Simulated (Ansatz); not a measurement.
A periodic model of amorphous Hf₁₈O₃₉Ga₂:

```xyz
59
Lattice="9.5155 -0.5418 0.2280 -0.5418 9.0498 -0.0289 0.2280 -0.0289 8.8457" Properties=species:S:1:pos:R:3 pbc="T T T"
Hf     0.8432     0.9786     4.6266
Hf     8.1452     1.3258     0.9961
Hf     5.6832     5.1728     1.9773
Hf     0.4366     4.5792     1.2886
Hf     7.5592     4.3199     7.6984
Hf     5.0399     2.4643     8.5766
Hf     1.3967     3.3043     6.9784
Hf     2.3759     4.6217     3.9827
Hf     8.2756     7.1466     0.6997
Hf     0.0333     6.3580     5.4873
Hf     2.8014     0.3409     7.7938
Hf     3.7898     7.5237     4.6307
Hf     3.2886     6.1486     7.6616
Hf     1.7467     8.0874     1.9398
Hf     4.9252     8.2577     0.7895
Hf     4.2338     1.5918     2.9290
Hf     5.4722     4.4415     5.1753
Hf     8.2213     3.1035     4.4594
O      8.6116     2.7252     2.4357
O      0.3046     6.6492     1.5252
O      8.9931     3.3645     6.6160
O      0.3515     2.9110     8.7485
O      3.9782     3.2439     4.2775
O      1.9001     5.2273     6.0164
O      4.3256     0.6004     4.7715
O      3.8273     1.0041     0.9136
O      2.2293     0.7688     3.0905
O      8.4680     1.0379     4.5726
O      3.2275     2.4261     7.5892
O      1.3789     2.9661     4.8452
O      5.5061     4.1075     7.3753
O      2.0534     6.8148     3.7543
O      4.7672     3.3486     1.5639
O      4.4254     5.6617     3.5904
O      4.5119     6.1047     6.0329
O      6.6736     4.2212     3.4843
O      1.2715     1.1020     6.6123
O      7.1420     8.5841     8.8312
O      8.9262    -0.2551     2.2548
O      5.2589     0.5119     7.6176
O      0.1289     5.0888     3.8708
O      7.4537     5.0932     0.8149
O      6.3949     7.1699     2.1045
O      5.8974     8.2368     4.8819
O      6.2883     0.8753     2.2539
O      6.4323     2.5014     5.4655
O      7.4574     5.0834     5.7186
O      2.8218     7.7319     0.1405
O      1.9548     4.8762     8.4675
O      0.5749     8.8869     0.2192
O      2.0153     3.9762     2.1825
O      7.1224     2.4649     8.6595
O      8.8829     6.0976     7.6914
O      3.7969     8.2135     2.5504
O      2.5928     7.8113     6.4583
O     -0.2365     8.1100     4.7311
O      4.7347     6.2343     0.2858
Ga     5.9018     0.7703     5.8429
Ga     7.4468    -0.3602     3.4200
```

Calculation: PBE, scalar-relativistic without spin-orbit coupling (plane waves to 420 eV, PAW; Ansatz, an electronic-structure program).

The cell was made by melting and quenching with the CHGNet potential and then relaxed with DFT. O atoms were pushed apart under 1.9 Å during the dynamics, to hinder bonds among them. The hot cell started wider than the set density and was brought back towards it in steps. It is the lowest in DFT energy of 2 quenches. It is a model cell: composition and starting density were chosen by hand, and all elements were melted together. No dispersion term was used. Its density started from a set value of 8.70 and ended at 8.70 g/cm³. The simulated quench (nominally 300 K/ps over its main leg) is rapid and tends to freeze in more defects than a deposited or slowly cooled glass has. One small periodic cell is one sample of the glass; other quenches scatter about these values. The volume was held where the preparation left it and the shape relaxed, at a PBE pressure of -2.3 GPa (tension). Stress components on the final sampling reach 2.4 GPa.

Cut-offs for bonds: Hf-Hf 3.34 Å, Hf-O 2.88 Å, Hf-Ga 3.01 Å, O-O 1.58 Å, O-Ga 2.26 Å, Ga-Ga 2.68 Å. Two cations that share two anions don't count as bonded, nor two that share one unless they lie closer than Hf-Hf 3.25 Å, Hf-Ga 2.93 Å, Ga-Ga 2.61 Å.

Task: Give the coordination numbers, mean bond lengths and angles.

Result: 
```yaml
Mean coordination of Hf by anions: 6.72 (1 with 5, 5 with 6, 10 with 7, 2 with 8)
Mean coordination of O: 3.33 (2 with 2, 23 with 3, 13 with 4, 1 with 5)
Mean coordination of Ga by anions: 4.50 (1 with 4, 1 with 5)
Mean Hf-O bond: 2.186 Å (spread 0.165 Å, 121 counted)
Mean O-Ga bond: 1.946 Å (spread 0.086 Å, 9 counted)
Bond angle at Hf: mean 101.5°, spread 29.8°
Bond angle at O: mean 111.4°, spread 18.9°
Bond angle at Ga: mean 107.2°, spread 24.1°
```

Task: List the pairs of like atoms that count as bonded by the rules above.

Result: There are none by these rules.
